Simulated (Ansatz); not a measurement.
The starting structures come from a database of crystals and need not be the phases stable at ambient conditions.

 Where the default PAW files enter, the runs use the earlier of Ansatz's two default sets.

Evanescent states of HgBr (I4/mmm, not sure to be the ambient phase, 4 atoms a cell, 30.5 Å³ an atom) along the normal of (001)

Computed with r2SCAN (plane waves, PAW; Ansatz, a program for electronic structure).

No gap correction and no spin-orbit coupling; mid-gap values are interpolated between computed energies.

Energies count from the valence-band top; κ is the least over a 8×8 mesh across the current.

```tsv
E (eV)	κ (1/Å)	where
0.06	0.151	Γ
0.18	0.156	Γ
0.30	0.160	Γ
0.42	0.162	Γ
0.54	(withheld)	Γ
0.66	(withheld)	Γ
0.78	(withheld)	Γ
0.90	(withheld)	Γ
1.02	(withheld)	Γ
1.14	(withheld)	Γ
1.26	(withheld)	Γ
1.38	(withheld)	Γ
1.50	(withheld)	Γ
1.62	(withheld)	Γ
1.74	0.112	Γ
1.86	0.097	Γ
1.98	0.074	Γ
2.10	0.035	Γ
```

Task: Fill in the missing entries.

Result: 
- 0.54, κ (1/Å): 0.164
- 0.66, κ (1/Å): 0.164
- 0.78, κ (1/Å): 0.163
- 0.90, κ (1/Å): 0.161
- 1.02, κ (1/Å): 0.158
- 1.14, κ (1/Å): 0.154
- 1.26, κ (1/Å): 0.149
- 1.38, κ (1/Å): 0.143
- 1.50, κ (1/Å): 0.135
- 1.62, κ (1/Å): 0.125
